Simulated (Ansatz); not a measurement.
# GaSb (model structure, P6₂22, No. 180, 6 atoms in the cell)

The numbers are results of r²SCAN+rVV10 in Ansatz (plane waves, PAW), not measurements.

Run with plane-wave cutoff 560 eV, 18×18×6 k mesh (along the axes of the cell as run), Fermi–Dirac smearing 0.05 eV, scalar-relativistic PAW data made under PBE.

Cell (relaxed at this level):

GaSb is modelled in the hexagonal space group P6₂22 (No. 180), Pearson symbol hP6. Lattice parameters: a = b = 4.3419 Å, c = 9.4675 Å, α = β = 90.00°, γ = 120.00°. Ga on 3d is coordinated by 4 Sb at 2.684 Å. Sb on 3c is coordinated by 4 Ga at 2.684 Å. (Neighbours: up to the widest gap in distance over summed covalent radii, below 1.35, at either atom; cation-cation and far metal-metal contacts left out.)

| Quantity | Result |
|---|---|
| band gap | zero (no gap) |

Note: the relaxation could raise the start's symmetry but not lower it, so the cell can be a saddle point.

Spin–orbit coupling is not included; it can open a gap where bands touch, and shift volumes and moduli.

Cost on a shared machine: roughly 60 core-minutes.

A model structure was made by putting elements into a prototype or built by hand; it is no filed structure, need not be a known phase, and can be a saddle point held by its symmetry.

Ansatz is a program for electronic structure.
